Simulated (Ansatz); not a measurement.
# Pressure series in hypothetical zinc blende SnSe

Consider SnSe in the zinc blende structure (space group F-43m, No. 216; a = 6.7786 Å; a hypothetical phase, not in the database extracts checked).

Cell and atoms are relaxed at each pressure.

Method: PBE (Ansatz, a quantum-chemistry and plane-wave program), scalar-relativistic without spin-orbit coupling.

Two rows of this table had their results exchanged by mistake.

```tsv
pressure	volume per atom (Å³)	shortest distance (Å)	band gap
pressure −2 GPa	41.98	3.010	0.28 eV
pressure −1 GPa	40.32	2.970	0.16 eV
pressure 0.3 GPa	34.09	2.808	zero
pressure 0.7 GPa	38.08	2.914	zero
pressure 1.5 GPa	37.21	2.891	zero
pressure 3 GPa	35.75	2.853	zero
pressure 5 GPa	38.56	2.926	zero
pressure 7.5 GPa	32.36	2.760	zero
pressure 10 GPa	30.97	2.719	zero
```

Q: Which two?

A: The rows for pressure 0.3 GPa and pressure 5 GPa: the volume has to fall steadily with pressure, so 38.56 Å³ belongs to pressure 0.3 GPa and 34.09 Å³ to pressure 5 GPa.

Load acts through the strain it causes; cell and atoms are relaxed under it. Whether these cells are dynamically stable was not tested. Competing high-pressure phases were not computed. The final runs are not spin-polarised. Gaps under 0.05 eV, about the width of the smearing, are given as zero. The zero or small gap of SnSe can change with the level of theory.
